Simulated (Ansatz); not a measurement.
Element substitutions in GaN

Take GaN in the zinc blende structure (space group F-43m, No. 216; a = 4.549 Å) as the base.

Each row replaces one element on all its sites; cell and atoms are relaxed.

Levels (all Ansatz, an electronic-structure program, PAW): PBE (420 eV, without spin-orbit coupling); PBEsol (420 eV, spin-orbit coupling left out).

The base cell above is that of PBE; each level relaxes its own structures.

```
case     band gap, PBE  band gap, PBEsol
-------  -------------  ----------------
N → Sb            zero              zero
Ga → B         4.46 eV           4.30 eV
Ga → Al        3.31 eV           3.19 eV
```

The two levels differ by at most about 0.16 eV. They put the cases in the same order.

Spin-orbit coupling, missing from the scalar runs, can matter with Sb. Stability against distortions was not tested. The final runs are not spin-polarised. This is not the structure that GaN has at room temperature and ambient pressure. This is not the structure that AlN has at room temperature and ambient pressure. A zero or small gap of GaSb can be the functional's error rather than a property of the material.
